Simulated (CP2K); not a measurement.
**Input and output of a self-consistent single point for TiPt3 (Pm-3m, 4 atoms in the cell) (CP2K)**

Method: PBE, GPW, DZVP-MOLOPT-SR-GTH basis, GTH-PBE potentials (GTH_POTENTIALS) in CP2K 2026.2.

The input file:

```
&GLOBAL
  PROJECT bulk
  RUN_TYPE ENERGY_FORCE
  PRINT_LEVEL LOW
&END GLOBAL
&FORCE_EVAL
  METHOD Quickstep
  STRESS_TENSOR ANALYTICAL
  &DFT
    BASIS_SET_FILE_NAME BASIS_MOLOPT
    POTENTIAL_FILE_NAME GTH_POTENTIALS
    &QS
      METHOD GPW
      EPS_DEFAULT 1E-10
    &END QS
    &MGRID
      CUTOFF 600
      REL_CUTOFF 60
      NGRIDS 5
    &END MGRID
    &SCF
      SCF_GUESS ATOMIC
      EPS_SCF 1E-7
      MAX_SCF 100
      ADDED_MOS 11
      &DIAGONALIZATION
        ALGORITHM STANDARD
      &END DIAGONALIZATION
      &MIXING
        METHOD BROYDEN_MIXING
        ALPHA 0.3
        NBUFFER 10
        BETA 1.5
      &END MIXING
      &SMEAR ON
        METHOD GAUSSIAN
        SIGMA [eV] 0.1
      &END SMEAR
    &END SCF
    &KPOINTS
      SCHEME MONKHORST-PACK 6 6 6
      GAMMA_CENTERED T
    &END KPOINTS
    &XC
      &XC_FUNCTIONAL PBE
      &END XC_FUNCTIONAL
    &END XC
    &PRINT
      &MO
        EIGENVALUES T
        OCCUPATION_NUMBERS T
        NDIGITS 8
        FILENAME mo
        &EACH
          QS_SCF 0
        &END EACH
        ADD_LAST NUMERIC
      &END MO
      &MULLIKEN OFF
      &END MULLIKEN
    &END PRINT
  &END DFT
  &SUBSYS
    &CELL
      A 3.92453000 0.00000000 0.00000000
      B 0.00000000 3.92453000 0.00000000
      C 0.00000000 0.00000000 3.92453000
      PERIODIC XYZ
    &END CELL
    &COORD
      SCALED
      Ti       0.00000000     0.00000000     0.00000000
      Pt       0.50000000     0.50000000     0.00000000
      Pt       0.00000000     0.50000000     0.50000000
      Pt       0.50000000     0.00000000     0.50000000
    &END COORD
    &KIND Ti
      BASIS_SET DZVP-MOLOPT-SR-GTH-q12
      POTENTIAL GTH-PBE-q12
    &END KIND
    &KIND Pt
      BASIS_SET DZVP-MOLOPT-SR-GTH-q18
      POTENTIAL GTH-PBE-q18
    &END KIND
  &END SUBSYS
  &PRINT
    &FORCES ON
    &END FORCES
    &STRESS_TENSOR ON
    &END STRESS_TENSOR
  &END PRINT
&END FORCE_EVAL
```

Output, abridged:

```
 GLOBAL| Method name                                                        CP2K
 GLOBAL| Project name                                                       bulk
 GLOBAL| Run type                                                   ENERGY_FORCE

 TOTAL NUMBERS AND MAXIMUM NUMBERS

  Total number of            - Atomic kinds:                                   2
                             - Atoms:                                          4
                             - Shell sets:                                     4
                             - Shells:                                        32
                             - Primitive Cartesian functions:                 24
                             - Cartesian basis functions:                    124
                             - Spherical basis functions:                    104

  Maximum angular momentum of- Orbital basis functions:                        3
                             - Local part of the GTH pseudopotential:          2
                             - Non-local part of the GTH pseudopotential:      5

 SCF PARAMETERS         Density guess:                                    ATOMIC
                        max_scf:                                             100
                        max_diis:                                              4
                        eps_scf:                                        1.00E-07
                        eps_diis:                                       1.00E-01
                        eps_eigval:                                     1.00E-05
                        level_shift [a.u.]:                             0.000000
                        added MOs                                        11    0
                        Mixing method:                            BROYDEN_MIXING
                                                charge density mixing in g-space
                        Smear method:                                   GAUSSIAN
                        Smearing width (sigma) [a.u.]:                  3.67E-03
                        Accuracy threshold:                             1.00E-10
                        No outer SCF

 Extrapolation method: initial_guess

 Number of electrons:                                                         66
 Number of occupied orbitals:                                                 33
 Number of molecular orbitals:                                                44

 Number of orbital functions:                                                104
 Number of independent orbital functions:                                    104

 SCF WAVEFUNCTION OPTIMIZATION

  Step     Update method      Time    Convergence         Total energy    Change
     1 NoMix/Diag. 0.30E+00      -     1.84056185      -420.2667925642 -4.20E+02
     2 Broy./Diag. 0.30E+00      -     0.28441298      -423.6140096440 -3.35E+00
     3 Broy./Diag. 0.30E+00      -     0.04382092      -421.9746076409  1.64E+00
     4 Broy./Diag. 0.30E+00      -     0.06825905      -420.2605871351  1.71E+00
     5 Broy./Diag. 0.30E+00      -     0.07158699      -418.8336576642  1.43E+00
     6 Broy./Diag. 0.30E+00      -     0.02288568      -418.9165915205 -8.29E-02
     7 Broy./Diag. 0.30E+00      -     0.00813908      -418.8860779620  3.05E-02
   [... 6 lines left out ...]
    14 Broy./Diag. 0.30E+00      -     0.00000261      -418.8942730313 -3.25E-05
    15 Broy./Diag. 0.30E+00      -     0.00000309      -418.8942853136 -1.23E-05
    16 Broy./Diag. 0.30E+00      -     0.00000043      -418.8942872063 -1.89E-06
    17 Broy./Diag. 0.30E+00      -     0.00000026      -418.8942840509  3.16E-06
    18 Broy./Diag. 0.30E+00      -     4.7322E-09      -418.8942835270  5.24E-07

  *** SCF run converged in    18 steps ***

  Electronic density on regular grids:        -65.9999999987        0.0000000013
  Core density on regular grids:               65.9999999963       -0.0000000037
  Total charge density on r-space grids:       -0.0000000024
  Total charge density g-space grids:          -0.0000000024

  Overlap energy of the core charge distribution:               0.00000000008934
  Self energy of the core charge distribution:               -655.29135419641511
  Core Hamiltonian energy:                                    148.85287519332985
  Hartree energy:                                             130.07495674299508
  Exchange-correlation energy:                                -42.53046799188434
  Smearing free energy correction:                             -0.00029327516132
  Fermi energy:                                                 0.58324535138637

  Total energy:                                              -418.89428352703931
  Total energy (extrapolated to sigma->0):                   -418.89413688945865

 ENERGY| Total FORCE_EVAL ( QS ) energy [hartree]           -418.894283620909107

 FORCES| Atomic forces [hartree/bohr]
 FORCES|   Atom     x               y               z               |f|
 FORCES|      1  2.83745986E-10  2.83741710E-10  2.83751563E-10   4.91463215E-10
 FORCES|      2  1.36614003E-10  1.36676994E-10  1.09398116E-10   2.22062906E-10
 FORCES|      3  1.09402521E-10  1.36602720E-10  1.36668270E-10   2.22052766E-10
 FORCES|      4  1.36686558E-10  1.09414842E-10  1.36583337E-10   2.22058169E-10
 FORCES| Sum     6.66449068E-10  6.66436266E-10  6.66401286E-10
 FORCES| Total atomic force                                       1.15428867E-09

 STRESS| Analytical stress tensor [bar]
 STRESS|                        x                   y                   z
 STRESS|      x        4.23378877290E+04   3.18336101210E-04   3.18335228192E-04
 STRESS|      y        3.18336101210E-04   4.23379443710E+04   3.18325119514E-04
 STRESS|      z        3.18335228192E-04   3.18325119514E-04   4.23378881853E+04
 STRESS| 1/3 Trace                                             4.23379067617E+04
```

The run converged in 18 iterations.

The starting cell comes from a database of computed structures (which also holds hypothetical and non-ambient phases and stackings), without a prior relaxation at this level. Spin polarisation is off. Values carry the incompleteness of an atom-centred basis. With a pressure of about 4 GPa the cell is away from its equilibrium volume at this level.

Cost on one core of a shared machine: roughly 50 s.
